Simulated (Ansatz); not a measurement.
We consider antifluorite K₂S, described by LDA (PAW; Ansatz, a quantum-chemistry and plane-wave program).

Run with plane-wave cutoff 520 eV, 8×8×8 k mesh, perturbation theory, force constants from a 4×4×4 q mesh, scalar-relativistic PAW data made under PBE.

What does this level give for the high-frequency dielectric constant, static dielectric constant and zero-point energy?


- high-frequency dielectric constant = 3.24
- static dielectric constant = 5.78
- zero-point energy = 0.025 eV/atom

Cost on a shared machine: very roughly 24 core-minutes.
